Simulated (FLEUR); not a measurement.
Band structure of TlBi2 (P6/mmm, 3 atoms in the cell).

```
CELL_PARAMETERS angstrom
      5.70866     0.00000     0.00000
     -2.85433     4.94384     0.00000
      0.00000     0.00000     3.39376
ATOMIC_POSITIONS crystal
  Tl 0.00000 0.00000 0.00000
  Bi 0.66667 0.33333 0.50000
  Bi 0.33333 0.66667 0.50000
```

Method: LDA (Vosko-Wilk-Nusair), all-electron FLAPW (FLEUR), scalar-relativistic valence run with FLEUR.

Settings: Kmax = 3.8 1/bohr; GmaxXC = 13.3 1/bohr; xcFunctional = vwn; jspins = 1; l_soc = F; mode = hist; fermiSmearingEnergy = 0.00499791 Htr; mesh (inpgen div1-3) = 6 6 8; inpgen gamma flag = true; Gmax = 13.3 1/bohr; numbands = 0; maxIterBroyd = 15; imix = Anderson; alpha = 0.05.

The starting cell comes from a database of computed structures (which also holds hypothetical and non-ambient phases and stackings), without a prior relaxation at this level. Spin-orbit coupling is off. Values depend on the basis (sphere radii, cutoffs, local orbitals), which need not be converged.

Levels in eV from the Fermi level, bands 19 to 26:
```
point     19     20     21     22     23    24    25    26
-----  -----  -----  -----  -----  -----  ----  ----  ----
Γ      -3.22  -3.22  -1.96  -1.96   2.08  5.17  6.33  6.33
M      -4.51  -0.64  -0.18   1.74   2.82  3.15  3.22  3.85
K      -2.19  -1.97  -1.97   2.81   3.54  3.54  4.04  4.04
A      -2.20  -1.85  -1.80  -1.80  -0.44  1.36  1.36  1.91
L      -4.22  -2.72  -2.56  -2.31   1.20  2.14  2.16  3.22
H      -3.75  -3.71  -3.71   0.41   0.41  1.15  3.07  3.07
```
